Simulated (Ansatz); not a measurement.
Worked example: zone-centre phonon calculation of CoSi2 (Fm-3m, 3 atoms in the cell) in Ansatz (a program for electronic structure).

Level of theory: PBEsol, default PAW files made with PBE (plane waves; Ansatz).

```yaml
crystal:
  lattice:
    - [0.00000, 2.67196, 2.67196]
    - [2.67196, 0.00000, 2.67196]
    - [2.67196, 2.67196, 0.00000]
  atoms:
    - { symbol: Co, position: [0.00000, 0.00000, 0.00000] }
    - { symbol: Si, position: [0.25000, 0.25000, 0.25000] }
    - { symbol: Si, position: [0.75000, 0.75000, 0.75000] }
```

Reference input (self-consistent single point, DFT, PBEsol, plane waves, default PAW files made with PBE): basis.ecutwfc = 30.9 Ry; kpoints.mp_grid.grid = 11 11 11; hamiltonian.xc = pbesol; hamiltonian.pseudopotentials = {kind: paw} (the program's default PAW files); scf.occupations.method = fermi_dirac; scf.occupations.width = 0.0073 Ry. This run's input differs from it in these lines:

Ansatz 0.2 input:
```diff
@@ -13,3 +13,3 @@
 kpoints:
-  mp_grid: { grid: [11, 11, 11] }
+  mp_grid: { grid: [8, 8, 8] }
 hamiltonian:
@@ -19,6 +19,4 @@
   occupations: { method: fermi_dirac, width: 0.0073 Ry }
-output:
-  forces: true
-  eigenvalues: true
-  stress: true
+phonons:
+  method: dfpt
```

Output, abridged:

```
SCF iter   1: F=—  HF=-6337.737467 eV  |F-HF|=—  |Δ(HF+E_count)|=         —  Δρ=1.80e-2  dr2=8.60e-2  ethr=1.77e-3  ⟨swp⟩=5.0  Hψ=5140  notcnv=0
all-band conjugate gradients solve this SCF's bands
preconditioner: auto → Kerker (q_TF=auto, 2.543 Å⁻¹)
SCF iter   2: F=—  HF=-6337.730111 eV  |F-HF|=—  |Δ(HF+E_count)|=   7.36e-3  Δρ=5.92e-3  dr2=1.25e-2  ethr=3.44e-4  ⟨swp⟩=2.0  Hψ=1645  notcnv=0
   [... lines left out ...]
SCF iter   6: F=—  HF=-6337.729261 eV  |F-HF|=—  |Δ(HF+E_count)|=   1.72e-6  Δρ=8.14e-5  dr2=1.25e-6  ethr=1.28e-8  ⟨swp⟩=2.0  Hψ=1737  notcnv=0
SCF iter   7: F=—  HF=-6337.729258 eV  |F-HF|=—  |Δ(HF+E_count)|=   2.87e-6  Δρ=1.93e-5  dr2=1.06e-7  ethr=5.00e-9  ⟨swp⟩=2.4  Hψ=1437  notcnv=0
SCF iter   8: F=—  HF=-6337.729258 eV  |F-HF|=—  |Δ(HF+E_count)|=   7.57e-9  Δρ=4.04e-6  dr2=4.47e-9  ethr=4.25e-10  ⟨swp⟩=1.0  Hψ=1003  notcnv=0
SCF iter   9: F=-6337.729258 eV  HF=-6337.729258 eV  |F-HF|=0.00e0  |Δ(HF+E_count)|=  4.25e-10  Δρ=1.13e-7  dr2=2.49e-12  ethr=1.00e-12  ⟨swp⟩=5.5  Hψ=5220  notcnv=0
SCF 1 converged in 9 iterations: F = -6337.729258 eV  dr2 = 2.49e-12
DFPT response loops at Γ: preconditioner auto → Kerker (q_TF=auto, 2.543 Å⁻¹) (partly filled bands, converged f_vac=0.000) …
Free energy (F): -6337.729258 eV
Internal energy: -6337.695301 eV  (E = F + TS)
E sigma→0 (E₀):  -6337.712279 eV
Entropy (-TS):   -0.033957 eV (-11.319 meV/atom)
Fermi energy:    12.879622 eV
--- Phonons (Γ-DFPT): 2 representative perturbations + reference, on 59 of 512 k-points (Σ response iterations 6) ---
  k mesh reduced under 8 symmetry operations, with k and −k counted as one. Each operation leaves every solved displacement unchanged or reverses it
  ASR residual: 4.354e-4 → 0.000e0 eV/Å²; symmetrization residual: 8.569e-7 eV/Å²
  ASR residual per site (eV/Å²): 4.35e-4 4.14e-5 4.14e-5
  Γ frequencies (cm⁻¹): 0.00 0.00 0.00 315.84 315.84 315.84 329.95 329.95 329.95
  non-analytic LO–TO correction: not included (Born effective charges unavailable; polar crystals: no LO–TO splitting at Γ)
```

The run converged in 9 iterations. 

Summary of the result:
* **Free energy E − TS (on the zero of these files)**: -6337.7293 eV
* **Fermi level (on the code's own zero)**: 12.88 eV
* **Zone-centre frequencies (cm⁻¹; negative means imaginary)**: 0, 0, 0, 316, 316, 316, 330, 330, 330

The starting cell has typed, rounded lattice constants, without a prior relaxation at this level. Its lattice was rescaled by up to half a per cent. Spin polarisation is off.
